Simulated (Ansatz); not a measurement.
Start from Ca in the fcc (Cu type) structure (space group Fm-3m, No. 225; relaxed with 0.1 eV smearing).

```cif
data_Ca4
_chemical_formula_sum 'Ca4'
_space_group_name_H-M_alt 'Fm-3m'
_space_group_IT_number 225
_space_group_name_Hall '-F 4 2 3'
_cell_length_a 5.45580
_cell_length_b 5.45580
_cell_length_c 5.45580
_cell_angle_alpha 90.000
_cell_angle_beta 90.000
_cell_angle_gamma 90.000
loop_
_atom_site_label
_atom_site_type_symbol
_atom_site_symmetry_multiplicity
_atom_site_Wyckoff_symbol
_atom_site_fract_x
_atom_site_fract_y
_atom_site_fract_z
_atom_site_occupancy
Ca1 Ca 4 a 0.00000 0.00000 0.00000 1
```
(The calculation used a cell of 1 atom; values per cell refer to that cell.)

Method: PBEsol (Ansatz, a quantum-chemistry and plane-wave program; PAW; 420 eV plane waves; scalar-relativistic without spin-orbit coupling).

Strains are applied to the cell and any free atomic positions relax.

One change was made to it. Results:

The energy grows by 12 meV/atom; the pressure goes from zero to -1.2 GPa.

Question: What was done to the base?
A) isotropic strain −1.00 %
B) isotropic strain −2.50 %
C) isotropic strain −3.00 %
D) isotropic strain +2.50 %
E) isotropic strain +3.00 %

Answer: D, isotropic strain +2.50 %. For comparison, the energy relative to the base in the other runs: isotropic strain −2.50 % gives +14 meV/atom; isotropic strain −3.00 % gives +20 meV/atom; isotropic strain −1.00 % gives +2.2 meV/atom; isotropic strain +3.00 % gives +17 meV/atom.

Whether these cells are dynamically stable was not tested.
